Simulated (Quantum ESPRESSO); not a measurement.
Input and output of a self-consistent single point for SnBi₃ (I4/mmm, 4 atoms in the cell) (Quantum ESPRESSO).

Level of theory: PBEsol, PseudoDojo standard norm-conserving (PBESOL) pseudopotentials (plane waves; Quantum ESPRESSO 7.5).

The change in words: lattice scaled by 0.98. Reference geometry:
```yaml
crystal:
  lattice:
    - [-2.35058, 2.35058, 5.66404]
    - [2.35058, -2.35058, 5.66404]
    - [2.35058, 2.35058, -5.66404]
  atoms:
    - { symbol: Sn, position: [0.00000, 0.00000, 0.00000] }
    - { symbol: Bi, position: [0.50000, 0.50000, 0.00000] }
    - { symbol: Bi, position: [0.25000, 0.75000, 0.50000] }
    - { symbol: Bi, position: [0.75000, 0.25000, 0.50000] }
```

Reference input (self-consistent single point, DFT, PBEsol, plane waves, PseudoDojo standard norm-conserving (PBESOL) pseudopotentials): ecutwfc = 75 Ry; occupations = smearing; smearing = fermi-dirac; degauss = 0.0073499 Ry; potentials = {Sn: Sn.upf, Bi: Bi.upf}; K_POINTS = automatic 6 6 6 0 0 0; conv_thr = 1e-09 Ry; mixing_beta = 0.5. This run's input differs from it in these lines:

```diff
@@ -25,5 +25,5 @@
 CELL_PARAMETERS angstrom
-  -2.3505800000     2.3505800000     5.6640450000
-   2.3505800000    -2.3505800000     5.6640450000
-   2.3505800000     2.3505800000    -5.6640450000
+  -2.3035680000     2.3035680000     5.5507640000
+   2.3035680000    -2.3035680000     5.5507640000
+   2.3035680000     2.3035680000    -5.5507640000
 ATOMIC_POSITIONS crystal
```

Output, abridged:

```
     Self-consistent Calculation

     iteration #  1     ecut=    75.00 Ry     beta= 0.50

     Threshold (ethr) on eigenvalues was too large:
     Diagonalizing with lowered threshold

     total energy              =    -647.37070373 Ry
     estimated scf accuracy    <       0.01153974 Ry

     iteration #  2     ecut=    75.00 Ry     beta= 0.50

     total energy              =    -647.37165130 Ry
     estimated scf accuracy    <       0.00238367 Ry

     iteration #  3     ecut=    75.00 Ry     beta= 0.50
     c_bands:  1 eigenvalues not converged

     total energy              =    -647.37206440 Ry
     estimated scf accuracy    <       0.00092551 Ry

   [... 3 blocks of this kind left out ...]

     iteration #  7     ecut=    75.00 Ry     beta= 0.50

     total energy              =    -647.37220688 Ry
     estimated scf accuracy    <       0.00000002 Ry

     iteration #  8     ecut=    75.00 Ry     beta= 0.50
     End of self-consistent calculation

     the Fermi energy is    11.9839 ev

!    total energy              =    -647.37220688 Ry
     estimated scf accuracy    <          6.4E-10 Ry
     smearing contrib. (-TS)   =      -0.00648599 Ry
     internal energy E=F+TS    =    -647.36572090 Ry

     convergence has been achieved in   8 iterations

     Forces acting on atoms (cartesian axes, Ry/au):

     atom    1 type  1   force =     0.00000000    0.00000000    0.00000000
   [... zero for the other atoms too ...]

     Total force =     0.000000     Total SCF correction =     0.000000

          total   stress  (Ry/bohr**3)                   (kbar)     P=        5.77
   0.00006467   0.00000000   0.00000000            9.51        0.00        0.00
   0.00000000   0.00006467   0.00000000            0.00        9.51        0.00
   0.00000000   0.00000000  -0.00001158            0.00        0.00       -1.70

   JOB DONE.
```

The run converged in 8 iterations. Against the reference run the free energy drops by 12.5 meV/atom and the pressure goes from -2.57 to 0.58 GPa. The full log also holds: “c_bands:  1 eigenvalues not converged”.

The starting cell comes from a database of computed structures (which also holds hypothetical and non-ambient phases and stackings), without a prior relaxation at this level. For this run, on top of that: lattice scaled by 0.98. Spin-orbit coupling is off.

Cost on one core of a shared machine: roughly 5 min.
